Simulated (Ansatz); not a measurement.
A constructed model of the (0001) surface of hcp Ru, a pseudomorphic layer of Co in the other hollow (bottom of the slab: a bare face, its two planes held)

Level of theory: PBE (plane waves to 420 eV, PAW; Ansatz, a first-principles code).

Slab: 7 atoms, 13.1 Å thick at the start with caps and adatoms (thin: gaps and levels are the slab's own); k 16x16x1, smearing 0.1 eV, dipole-corrected; 2 atoms held, the rest relaxed; start symmetry kept, larger cells not searched; spin-polarised, ending with about 1.8 μB a cell; orders that need a larger cell were not tried, no spin-orbit, no U. In PBE it lies 0.14 eV a 1x1 cell over the lowest computed structure of the same composition (a pseudomorphic layer of Co in the host's stacking).

- work function of the top face = 4.62 eV
- energy released by relaxation = 0.26 eV
- magnetic moment of the cell = 1.76 μB
- cost = very roughly 5 core-minutes
